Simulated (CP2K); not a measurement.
A self-consistent single point of CsLi3F4 (C2/m, 16 atoms in the cell) with CP2K.

Method of the run: PBEsol-D3(0), GPW, DZVP-MOLOPT-SR-GTH basis, GTH-PBE potentials (GTH_POTENTIALS) (CP2K).

```yaml
crystal:
  lattice:
    - [5.89637, 0.00000, 0.00000]
    - [3.18686, 4.96096, 0.00000]
    - [-2.61219, -1.42670, 7.40667]
  atoms:
    - { symbol: Cs, position: [0.66755, 0.66755, 0.26756] }
    - { symbol: Cs, position: [0.33245, 0.33245, 0.73244] }
    - { symbol: Li, position: [0.99933, 0.99933, 0.69022] }
    - { symbol: Li, position: [0.00067, 0.00067, 0.30978] }
    - { symbol: Li, position: [0.39195, 0.39195, 0.32830] }
    - { symbol: Li, position: [0.60805, 0.60805, 0.67170] }
    - { symbol: Li, position: [0.20530, 0.20530, 0.03674] }
    - { symbol: Li, position: [0.79470, 0.79470, 0.96326] }
    - { symbol: F, position: [0.25036, 0.74964, 0.50000] }
    - { symbol: F, position: [0.74964, 0.25036, 0.50000] }
    - { symbol: F, position: [0.87016, 0.37066, 0.86491] }
    - { symbol: F, position: [0.12984, 0.62934, 0.13509] }
    - { symbol: F, position: [0.62934, 0.12984, 0.13509] }
    - { symbol: F, position: [0.37066, 0.87016, 0.86491] }
    - { symbol: F, position: [0.18912, 0.18912, 0.27768] }
    - { symbol: F, position: [0.81088, 0.81088, 0.72232] }
```

Reference input (self-consistent single point, DFT PBEsol, GPW, DZVP-MOLOPT-SR-GTH basis, GTH-PBE potentials (GTH_POTENTIALS)): CUTOFF = 550 Ry; REL_CUTOFF = 50 Ry; KPOINTS/SCHEME = MONKHORST-PACK 5 5 3; XC_FUNCTIONAL = PBE:PBESOL; Cs/BASIS_SET = DZVP-MOLOPT-SR-GTH-q9; Cs/POTENTIAL = GTH-PBE-q9; Li/BASIS_SET = DZVP-MOLOPT-SR-GTH-q3; Li/POTENTIAL = GTH-PBE-q3; F/BASIS_SET = DZVP-MOLOPT-SR-GTH-q7; F/POTENTIAL = GTH-PBE-q7; METHOD = GPW; EPS_DEFAULT = 1e-10. This run's input differs from it in these lines:

```diff
@@ -44,2 +44,11 @@
       &END XC_FUNCTIONAL
+      &VDW_POTENTIAL
+        DISPERSION_FUNCTIONAL PAIR_POTENTIAL
+        &PAIR_POTENTIAL
+          TYPE DFTD3
+          PARAMETER_FILE_NAME dftd3.dat
+          REFERENCE_FUNCTIONAL PBEsol
+          R_CUTOFF 15
+        &END PAIR_POTENTIAL
+      &END VDW_POTENTIAL
     &END XC
```

Log, with long lists cut:

```
 SCF WAVEFUNCTION OPTIMIZATION

  Step     Update method      Time    Convergence         Total energy    Change
     1 NoMix/Diag. 0.40E+00      -     0.71790653      -279.3156254732 -2.79E+02
     2 Broy./Diag. 0.40E+00      -     0.07611018      -270.0604926652  9.26E+00
     3 Broy./Diag. 0.40E+00      -     0.06888551      -278.3014177619 -8.24E+00
     4 Broy./Diag. 0.40E+00      -     0.12611395      -278.6847062868 -3.83E-01
     5 Broy./Diag. 0.40E+00      -     0.02298505      -278.7348143673 -5.01E-02
     6 Broy./Diag. 0.40E+00      -     0.01606680      -279.1355578236 -4.01E-01
   [... 11 lines left out ...]
    18 Broy./Diag. 0.40E+00      -     0.00000169      -279.0633671536 -8.61E-07
    19 Broy./Diag. 0.40E+00      -     0.00000045      -279.0633692477 -2.09E-06
    20 Broy./Diag. 0.40E+00      -     0.00000017      -279.0633698646 -6.17E-07
    21 Broy./Diag. 0.40E+00      -     0.00000005      -279.0633698187  4.59E-08
  *** SCF run converged in    21 steps ***

  Overlap energy of the core charge distribution:               0.00000000000003
  Self energy of the core charge distribution:               -637.21069620053970
  Core Hamiltonian energy:                                    163.25069861196863
  Hartree energy:                                             249.21167061192057
  Exchange-correlation energy:                                -54.25168908424483
  Dispersion energy:                                           -0.06335375780493

  Total energy:                                              -279.06336981870027

 ENERGY| Total FORCE_EVAL ( QS ) energy [hartree]           -279.063369621414381

 FORCES| Atomic forces [hartree/bohr]
 FORCES|   Atom     x               y               z               |f|
   [... lines left out ...]

 STRESS| Analytical stress tensor [bar]
 STRESS|                        x                   y                   z
 STRESS|      x       -2.79943038579E+04   2.63347145032E+03  -5.93642327497E+02
 STRESS|      y        2.63347145032E+03  -3.13773751414E+04  -3.23992553206E+02
 STRESS|      z       -5.93642327497E+02  -3.23992553206E+02  -3.02008302405E+04
 STRESS| 1/3 Trace                                            -2.98575030799E+04
```

The run converged in 21 iterations. Against the reference run the pressure goes from -1.95 to -2.99 GPa, the largest force hardly changes (0.188 to 0.191 eV/Å) and the gap on the mesh stays at 6.656 eV.

The starting cell comes from a database of computed structures (which also holds hypothetical and non-ambient phases and stackings), without a prior relaxation at this level. Values carry the incompleteness of an atom-centred basis. The potentials were made for another functional than the one used.

Cost on one core of a shared machine: roughly 2 min.
